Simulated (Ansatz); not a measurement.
**TlF in the NiAs type structure (space group P6_3/mmc, No. 194; a hypothetical phase, not in the database extracts checked)**

```
CELL_PARAMETERS angstrom
      3.89102     0.00000     0.00000
     -1.94551     3.36972     0.00000
      0.00000     0.00000     7.01447
ATOMIC_POSITIONS crystal
  Tl 0.00000 0.00000 0.00000
  Tl 0.00000 0.00000 0.50000
  F  0.33333 0.66667 0.25000
  F  0.66667 0.33333 0.75000
```

Method: Kohn–Sham DFT with the PBE functional, run in Ansatz (an electronic-structure program) with PAW and 420 eV plane waves, no spin-orbit coupling. Γ-centred 10×10×5 mesh, Fermi–Dirac width 0.05 eV.

```yaml
volume_per_atom: 22.99 Å³
density: 8.07 g/cm³
band_gap: 2.15 eV, direct at Γ
electron_mass: 0.14 mₑ along c, 0.55 mₑ across
total_energy: -6126.538 eV/atom (σ→0; compares only within this code and set-up)
```

With Tl present, leaving out spin-orbit coupling can change the band edges. Effective masses come from finite differences of ±0.01 Å⁻¹. No phonon test of stability was made.
